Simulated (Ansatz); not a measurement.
For PbS (model structure, started from the zincblende type, F-43m, No. 216, 2 atoms in the cell), LDA (Ansatz, a program for electronic structure, PAW) gives:

equilibrium lattice constant a: 6.475 Å
bulk modulus B0: 42.1 GPa
cohesive energy: 4.07 eV/atom
band gap: 0.46 eV

Q: What does r²SCAN (Ansatz, PAW) give for the same quantities?

A: 
- lattice constant a: 6.601 Å (goes up by 1.9 %)
- bulk modulus: 38.6 GPa (shrinks by 8.3 %)
- cohesive energy: 3.30 eV/atom (falls by 0.77 eV/atom)
- band gap: 0.95 eV (grows by 0.49 eV)

Changes are worked out from the printed values.

Unless a cell is named, each level is at its own relaxed cell (LDA 33.93, r²SCAN 35.95 Å³/atom).

Levels without +SOC leave out spin–orbit coupling, which shifts energies and cells of such heavy elements.

Spin–orbit coupling is included only where a level's name says +SOC; with heavier elements it mostly lowers gaps and can invert bands. Density-functional gaps are differences of (generalised) Kohn–Sham levels.

Caveats: the bulk modulus is −V dP/dV from two relaxed cells at ±2 % in volume (LDA, r²SCAN). Ansatz's density-functional and Hartree–Fock values are scalar-relativistic unless marked +SOC, with PAW data made under PBE.

A model structure was made by putting elements into a prototype or built by hand; it is no filed structure, need not be a known phase, and can be a saddle point held by its symmetry.
